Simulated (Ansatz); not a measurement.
Start from CuAu (space group P4/mmm, No. 123; a = 2.813 Å, c = 3.593 Å; relaxed with 0.1 eV smearing). Axes: x, y, z lie along a, b, c of the conventional cell.

Level of theory: PBEsol/PAW in Ansatz (a first-principles code), no SOC.

Before the change:

| Property | Value |
|---|---|
| Volume per atom | 14.21 Å³ |

The change: tensile biaxial strain of 2.00 % in the plane normal to [001], as in epitaxy on a mismatched substrate; the out-of-plane cell vector and the atoms relax.

Problem. How does this affect the in-plane stress?

Solution. The mean in-plane stress (compression positive) is -0.8 GPa.

Problem. What happens to the volume per atom?

Solution. The volume per atom goes up by 0.033 Å³, from 14.21 Å³ to 14.25 Å³.

Stability against distortions was not tested. All final runs are without spin polarisation.
